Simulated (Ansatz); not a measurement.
# Mg: response to strain

Take Mg in the hcp (Mg type) structure (space group P6_3/mmc, No. 194; a = 3.175 Å, c = 5.163 Å; relaxed with 0.1 eV smearing) as the base. Axes: x lies along a and z along c of the hexagonal cell.

Strains are applied to the cell and any free atomic positions relax; under biaxial strain the out-of-plane vector relaxes too.

The values are results of PBEsol in Ansatz (plane waves to 420 eV, PAW, without spin-orbit coupling), not measurements.

```csv
"biaxial strain, plane normal [001], relaxed out of plane (%)",out-of-plane strain (%)
0,0.00
0.5,-0.30
1,?
1.5,-0.92
2,-1.24
2.5,-1.57
3,-1.88
```

Q: Fit ε⊥ = −νε + γε² (strains in %) to the rows shown and predict the withheld row.

A: Least squares on the printed values gives ν = 0.60 (the biaxial Poisson response) and γ = -0.009 (largest residual 0.01 %); this predicts -0.61 %, and the run gives -0.60 %, in agreement.

Whether these cells are dynamically stable was not tested.

Ansatz is a program for electronic structure.
